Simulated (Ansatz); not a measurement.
LaWN₃ (space group R3c, No. 161; a cell from a computed database, its experimental status unchecked)

Space group R3c, hexagonal axes (No. 161); a = b = 5.6475 Å, c = 13.7293 Å, α = β = 90.00°, γ = 120.00°

```csv
atom,site,symmetry,x,y,z
La,6a,3.,0.0000,0.0000,0.0368
W,6a,3.,0.0000,0.0000,0.2855
N,18b,1,0.0026,0.5528,0.0531
```
(The calculation used a cell of 10 atoms; values per cell refer to that cell.)

Calculations: DFT with PBEsol, PAW potentials and a 420 eV plane-wave cutoff in Ansatz (a quantum-chemistry and plane-wave program), no spin-orbit coupling. Settings: 7×7×7 k-points, 0.05 eV Fermi–Dirac smearing.

- Volume per atom = 12.64 Å³
- Density = 9.58 g/cm³
- Band gap = 0.99 eV, indirect, F → F–Γ (83 % along)
- Total energy = -3511.796 eV/atom (σ→0; compares only within this code and set-up)

With W present, leaving out spin-orbit coupling can change the band edges. Whether these cells are dynamically stable was not tested.
